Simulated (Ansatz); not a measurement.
Worked example: self-consistent single point of NaTl (R3m, 4 atoms in the cell) in Ansatz (a quantum-chemistry and plane-wave program).

Method of the run: LDA (PW92), default PAW files made with PBE (plane waves; Ansatz).

The change in words: lattice scaled by 0.98; basis.ecutwfc: 420 eV → 230 eV. Reference geometry:
```
CELL_PARAMETERS angstrom
      0.00000     3.75057     3.75057
      3.75057     0.00000     3.75057
      3.75057     3.75057     0.00000
ATOMIC_POSITIONS crystal
  Na 0.50385 0.50385 0.50385
  Na 0.75000 0.75000 0.75000
  Tl 0.00000 0.00000 0.00000
  Tl 0.25000 0.25000 0.25000
```

Reference input (self-consistent single point, DFT, LDA (PW92), plane waves, default PAW files made with PBE): basis.ecutwfc = 420 eV; kpoints.mp_grid.grid = 6 6 6; hamiltonian.xc = lda; hamiltonian.pseudopotentials = {kind: paw} (the program's default PAW files); scf.occupations.method = gaussian; scf.occupations.width = 0.1 eV. This run's input differs from it in these lines:

Ansatz 0.2 input:
```diff
@@ -2,12 +2,12 @@
   lattice:
-    - [0.00000000, 3.75056800, 3.75056800]
-    - [3.75056800, 0.00000000, 3.75056800]
-    - [3.75056800, 3.75056800, 0.00000000]
+    - [0.00000000, 3.67555700, 3.67555700]
+    - [3.67555700, 0.00000000, 3.67555700]
+    - [3.67555700, 3.67555700, 0.00000000]
   atoms:
-    - { symbol: Na, position_ang: [3.77943237, 3.77943237, 3.77943237] }
-    - { symbol: Na, position_ang: [5.62585200, 5.62585200, 5.62585200] }
+    - { symbol: Na, position_ang: [3.70384409, 3.70384409, 3.70384409] }
+    - { symbol: Na, position_ang: [5.51333550, 5.51333550, 5.51333550] }
     - { symbol: Tl, position_ang: [0.00000000, 0.00000000, 0.00000000] }
-    - { symbol: Tl, position_ang: [1.87528400, 1.87528400, 1.87528400] }
+    - { symbol: Tl, position_ang: [1.83777850, 1.83777850, 1.83777850] }
 basis:
-  ecutwfc: 420.0 eV
+  ecutwfc: 230.0 eV
 kpoints:
```

The program printed (abridged):

```
SCF iter   1: F=—  HF=-25222.388339 eV  |F-HF|=—  |Δ(HF+E_count)|=         —  Δρ=3.35e-2  dr2=5.25e-1  ethr=1.77e-3  ⟨swp⟩=5.6  Hψ=3738  notcnv=0
all-band conjugate gradients solve this SCF's bands
preconditioner: auto → none
SCF iter   2: F=—  HF=-25222.050797 eV  |F-HF|=—  |Δ(HF+E_count)|=   3.38e-1  Δρ=8.76e-3  dr2=2.60e-2  ethr=1.19e-3  ⟨swp⟩=2.0  Hψ=1936  notcnv=0  defer=16
   [... lines left out ...]
SCF iter   4: F=—  HF=-25222.038435 eV  |F-HF|=—  |Δ(HF+E_count)|=   1.05e-3  Δρ=5.64e-4  dr2=2.03e-4  ethr=6.88e-6  ⟨swp⟩=2.0  Hψ=1244  notcnv=0  defer=16
SCF iter   5: F=—  HF=-25222.038379 eV  |F-HF|=—  |Δ(HF+E_count)|=   5.59e-5  Δρ=6.78e-5  dr2=2.34e-6  ethr=4.60e-7  ⟨swp⟩=2.1  Hψ=1424  notcnv=0  defer=16
SCF iter   6: F=—  HF=-25222.038381 eV  |F-HF|=—  |Δ(HF+E_count)|=   1.89e-6  Δρ=1.03e-5  dr2=5.88e-8  ethr=2.27e-10  ⟨swp⟩=5.1  Hψ=3402  notcnv=0
SCF iter   7: F=-25222.038381 eV  HF=-25222.038381 eV  |F-HF|=2.73e-9  |Δ(HF+E_count)|=   1.26e-8  Δρ=1.25e-6  dr2=3.32e-9  ethr=1.34e-10  ⟨swp⟩=1.6  Hψ=2463  notcnv=0
SCF 1 converged in 7 iterations: F = -25222.038381 eV  dr2 = 3.32e-9
Free energy (F): -25222.038381 eV
Internal energy: -25222.034693 eV  (E = F + TS)
E sigma→0 (E₀):  -25222.036537 eV
Entropy (-TS):   -0.003688 eV (-0.922 meV/atom)
Fermi energy:    7.871855 eV
--- Forces (eV/Å), atoms counted from 1 ---
  atom   1  Na    -0.04540591    -0.04540591    -0.04540591
  atom   2  Na     0.01668025     0.01668025     0.01668025
  atom   3  Tl     0.00500255     0.00500255     0.00500255
  atom   4  Tl     0.02372846     0.02372846     0.02372846
--- Stress (GPa, compression-positive) ---
       -0.498131       0.003569       0.003569
        0.003569      -0.498131       0.003569
        0.003569       0.003569      -0.498131
  P = ⅓ Tr σ = -0.4981 GPa (-4.981 kbar)
  The stress holds the Pulay correction. Without it, at fixed plane waves, as pw.x and ABINIT print it: P = -48.9558 GPa
```

The run converged in 7 iterations. Against the reference run the free energy rises by 1.25 eV/atom, the pressure goes from -1.73 to -0.50 GPa and the largest force goes from 0.062 to 0.079 eV/Å.

The starting cell comes from a database of computed structures (which also holds hypothetical and non-ambient phases and stackings), without a prior relaxation at this level. Its lattice was rescaled by up to half a per cent. One atom was moved a little off its site on purpose. For this run, on top of that: lattice scaled by 0.98. Ansatz's pressure includes its estimate of the finite-basis (Pulay) stress. Without the estimate this run gives -48.96 GPa. The cutoff lies below the one recommended for these files.
